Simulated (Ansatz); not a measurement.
The starting structures come from a database of crystals and need not be the phases stable at ambient conditions.

The decay constant κ of evanescent states in the gap governs leakage through a thin film.

```
CELL_PARAMETERS angstrom
      3.86935     0.00000     0.00000
      0.00000    14.94729     0.00000
      0.00000    -7.38476     7.47311
ATOMIC_POSITIONS crystal
  Y  0.75000 0.49036 0.67754
  Y  0.25000 0.50964 0.32246
  Y  0.25000 0.00964 0.69682
  Y  0.75000 0.99036 0.30318
  Y  0.25000 0.69184 0.18725
  Y  0.75000 0.30816 0.81275
  Y  0.75000 0.80816 0.80357
  Y  0.25000 0.19184 0.19643
  S  0.75000 0.54629 0.17314
  S  0.25000 0.45371 0.82686
  S  0.25000 0.95371 0.08056
  S  0.75000 0.04629 0.91944
  S  0.25000 0.61877 0.67391
  S  0.75000 0.38123 0.32609
  S  0.75000 0.88123 0.43637
  S  0.25000 0.11877 0.56363
  S  0.75000 0.72734 0.03212
  S  0.25000 0.27266 0.96788
  S  0.25000 0.77266 0.57744
  S  0.75000 0.22734 0.42256
```

Space group of this cell: Pnma. The cell is taken as given.

Transport runs along the normal of the first two printed cell vectors.

The gap is the functional's own. No spin-orbit coupling. Mid-gap values are interpolated on the energy grid.

Predict the band gap and the smallest decay constant κ at mid-gap from r2SCAN (Ansatz, a first-principles code).

Gap 0.99 eV on a 8×4×4 mesh; κ = 0.175 1/Å, at the zone centre.
